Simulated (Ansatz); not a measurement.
The reference is BeTe in the rock salt structure (space group Fm-3m, No. 225; a = 5.3701 Å; a hypothetical phase, not in the database extracts checked). Axes: x, y, z lie along the cube axes.

Method: DFT with r2SCAN, PAW potentials and a 500 eV plane-wave cutoff in Ansatz (a program for electronic structure), no spin-orbit coupling.

Strains are applied to the cell and any free atomic positions relax; under stress the whole cell relaxes.

One change was made to it. Results:

```tsv
quantity	base	after
energy relative to the base (free energy F)	0 meV/atom	+0.5 meV/atom
shortest interatomic distance	2.685 Å	2.685 Å
band gap	zero	zero
```

Question: What was done to the base?
A. tensor shear ε_xz = +2.05 %
B. isotropic strain +2.90 %
C. tensor shear ε_xz = +0.65 %
D. uniaxial stress, 3 GPa compression along z

Answer: C, tensor shear ε_xz = +0.65 %. For comparison, the energy relative to the base in the other runs: uniaxial stress, 3 GPa compression along z gives +5.4 meV/atom; tensor shear ε_xz = +2.05 % gives +5.0 meV/atom; isotropic strain +2.90 % gives +28 meV/atom.

Without a gap, meshes like the base's 15×15×15 leave anisotropic stresses uncertain by several tenths of a GPa, and small strain energies with them. Stability under load was not tested beyond the relaxation. The final runs are not spin-polarised.
